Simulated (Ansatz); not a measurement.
Results of BLYP in Ansatz (PAW) for antifluorite K₂S.

Numerical settings: plane-wave cutoff 520 eV, 8×8×8 k mesh, Fermi–Dirac smearing 0.01 eV, scalar-relativistic PAW data made under PBE.

A third-order Birch–Murnaghan fit to the energies gives V0 = 36.121 Å³/atom, B0 = 16.8 GPa, B′ = 4.4.

```
V (Å³/atom)  P (GPa)
-----------  -------
33.960         1.185
34.682           [?]
35.405         0.351
36.127        -0.003
36.850           [?]
37.572           [?]
38.295           [?]
```

Question: Estimate the withheld pressures from this fit; the answers are the runs' own values.

Answer: 
- 34.682, P (GPa): 0.745
- 36.850, P (GPa): -0.321
- 37.572, P (GPa): -0.606
- 38.295, P (GPa): -0.862

The formula P = (3/2) B0 (x^(7/3) − x^(5/3)) [1 + (3/4)(B′ − 4)(x^(2/3) − 1)] with x = V0/V meets the computed pressures within 0.01 GPa when these rounded values are put in.

Measured, for comparison: equilibrium volume per atom 33.65 Å³/atom (temperature not stated, no zero-point or thermal correction; as tabulated in Syrotyuk et al. (2015), arXiv:1510.06546). Computed (rounded) less measured: equilibrium volume per atom +7.3 %.

Ansatz is a first-principles code.
